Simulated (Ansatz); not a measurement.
## Response to strain in Sn

The parent structure is Sn in the diamond structure (space group Fd-3m, No. 227; a = 6.566 Å). Axes: x, y, z lie along the cube axes.

Strains are applied to the cell and any free atomic positions relax; under biaxial strain the out-of-plane vector relaxes too.

Level of theory: r2SCAN/PAW in Ansatz (a program for electronic structure), no spin-orbit coupling.

Notes on the quantities. pressure: mean of the normal stresses, compression positive; energy relative to the base: free energy F.

| change | pressure | volume per atom | energy relative to the base |
|---|---|---|---|
| base | 0.0 GPa | 35.39 Å³ | 0 meV/atom |
| biaxial strain −3.00 %, plane normal [001], relaxed out of plane | 1.5 GPa | 34.23 Å³ | +15 meV/atom |
| biaxial strain −2.50 %, plane normal [001], relaxed out of plane | 1.3 GPa | 34.43 Å³ | +10 meV/atom |
| biaxial strain −2.00 %, plane normal [001], relaxed out of plane | 1.0 GPa | 34.63 Å³ | +6.4 meV/atom |
| biaxial strain −1.50 %, plane normal [001], relaxed out of plane | 0.7 GPa | 34.82 Å³ | +3.5 meV/atom |
| biaxial strain −1.00 %, plane normal [001], relaxed out of plane | 0.5 GPa | 35.01 Å³ | +1.6 meV/atom |
| biaxial strain −0.50 %, plane normal [001], relaxed out of plane | 0.2 GPa | 35.20 Å³ | +0.4 meV/atom |

Whether these cells are dynamically stable was not tested.
